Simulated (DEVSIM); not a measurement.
**abrupt GaP n-p junction**

Device: abrupt GaP n-p junction, at 450 K.

```csv
layer (left to right),material,thickness (μm),Nd (cm⁻³),Na (cm⁻³),τn (s),τp (s)
1,GaP,20.0,5.7e16,-,7.4e-7,7.4e-7
2,GaP,220,-,1.5e17,7.4e-7,7.4e-7
```

Left contact: ohmic. Right contact: ohmic. Voltage is applied to the left contact. Recombination: SRH at mid-gap, radiative, Auger. Mobility is constant in doping.

The device is made up for the run: typed textbook-type constants, with dimensions and the other settings drawn at random. Values at 300 K; Nc and Nv go as T^1.5, mobilities as T to minus their exponent, the gap by Varshni's rule with the affinity fixed.

```tsv
parameter	GaP
gap (eV)	2.26
affinity (eV)	3.8
permittivity	11.1
Nc (cm⁻³)	1.8e19
Nv (cm⁻³)	1.9e19
μn (cm²/Vs)	250
μp (cm²/Vs)	150
T exponent of μn	1.6
T exponent of μp	1.98
B (cm³/s)	1e-13
Cn (cm⁶/s)	1e-30
Cp (cm⁶/s)	1e-30
Varshni α (eV/K)	0.00058
Varshni β (K)	372
```

Model (solved in DEVSIM): 1D drift-diffusion, Boltzmann statistics, complete ionisation; no tunnelling, impact ionisation, image-force lowering or self-heating.

The potential step across the device at zero bias comes out as 1.737 V, the largest field in the device at zero bias comes out as 150000 V/cm and the dark forward voltage at 1 A/cm² comes out as 1.585 V. The dark forward voltage at 100 A/cm² is 2.946 V.

Small-signal capacitance in reverse bias (quasi-static):

| V (V) | C (nF/cm²) |
|---|---|
| 0.4 | 39.7 |
| 1 | 35.0 |
| 2 | 29.8 |
| 3 | 26.4 |
| 4 | 24.0 |
| 6 | 20.6 |
| 8 | 18.4 |
| 10 | 16.7 |
| 13 | 14.9 |
| 16 | 13.6 |
| 20 | 12.3 |

Dark forward current:

```csv
V (V),J (A/cm²)
-0.25,-5.0e-11
-0.75,-4.1e-8
-0.90,-3.4e-7
-1.00,-1.6e-6
-1.15,-3.0e-5
-1.30,-0.0010
-1.45,-0.046
-1.60,-1.3
-1.70,-4.8
-1.85,-13
-2.00,-22
-2.15,-33
-2.25,-40
-2.40,-52
-2.55,-64
-2.70,-77
-2.85,-91
-2.95,-100
-3.10,-120
-3.25,-130
```
